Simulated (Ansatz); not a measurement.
Input:

End structure of a constructed model of the (0001) surface of hcp Ru, (√3x√3)R30° layer of Cl, one a cell, in the other hollow (bottom of the slab: a bare face, its two planes held):

```
CELL_PARAMETERS angstrom
      4.08210     2.35680     0.00000
     -4.08210     2.35680     0.00000
      0.00000     0.00000    29.00000
ATOMIC_POSITIONS crystal
  Ru 0.33333 0.00000 0.27924
  Ru 0.66667 0.66667 0.27924
  Ru 0.00000 0.33333 0.27924
  Ru 0.33333 0.33333 0.35326
  Ru 0.66667 0.00000 0.35326
  Ru 0.00000 0.66667 0.35326
  Ru 0.33333 0.99954 0.42674
  Ru 0.66621 0.66667 0.42674
  Ru 0.00046 0.33379 0.42674
  Ru 0.33333 0.33263 0.50156
  Ru 0.66737 0.00070 0.50156
  Ru 0.99930 0.66667 0.50156
  Ru 0.33333 0.00045 0.57603
  Ru 0.66711 0.66667 0.57603
  Ru 0.99955 0.33289 0.57603
  Ru 0.33333 0.33771 0.64676
  Ru 0.66229 0.99562 0.64676
  Ru 0.00438 0.66667 0.64676
  Cl 0.33333 0.66667 0.71440
```

Set-up: 19 atoms, 12.8 Å thick at the start; mesh 9x9x1; 0.1 eV smearing; dipole correction on; 6 atoms held, the rest relaxed; held to the start's symmetry, so lower structures may exist; no spin, no spin-orbit, no U. In PBE it is, or lies within 0.01 eV a 1x1 cell of, the lowest of the 2 structures of its composition computed so far; larger cells were not tried.

**Question.** What work function of the top face does Ansatz (a program for electronic structure) with PBE give?

**Answer.** 4.86 eV
